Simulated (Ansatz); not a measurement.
Consider the following.

End structure of the (22-41) surface of hcp Y in its 1x1 cell, outermost plane spacing 0.45 Å in the ideal cut:

```xyz
23
Lattice="6.3353 0.0000 0.0000 3.1676 11.4981 0.0000 0.0000 0.0000 26.0000" Properties=species:S:1:pos:R:3 pbc="T T T"
Y      7.5063     6.9800     8.1953
Y      5.0714     4.4143     8.6067
Y      1.2648     1.7955     9.0261
Y      8.2748    10.4561     9.4089
Y      4.2435     7.6320     9.7962
Y      2.1045     4.7654    10.4435
Y      4.2857     1.9837    10.8649
Y      5.2216    10.7083    11.2277
Y      7.4354     7.8963    11.5696
Y      5.2744     5.0985    12.0395
Y      1.0740     2.2651    12.5751
Y      8.4110    10.9699    13.0000
Y      4.2416     8.1765    13.4249
Y      2.1068     5.3431    13.9605
Y      4.2678     2.5453    14.4304
Y      5.2215    11.2315    14.7723
Y      7.4533     8.4580    15.1350
Y      5.2721     5.6763    15.5566
Y      1.0758     2.8097    16.2037
Y      5.1071    -0.0145    16.5911
Y      4.4324     8.6462    16.9739
Y      1.9037     6.0274    17.3933
Y      4.3386     3.4616    17.8047
```

Model: 23-atom slab, 9.9 Å thick at the start (thin: gaps and levels are the slab's own), 6x4x1 mesh, Fermi-Dirac 0.1 eV, dipole correction, all atoms relaxed; start symmetry kept, larger cells not searched; no spin, no spin-orbit, no U.

Problem. Give the work function of the top face at the level Ansatz (an electronic-structure program) with PBE.

Solution. 2.92 eV
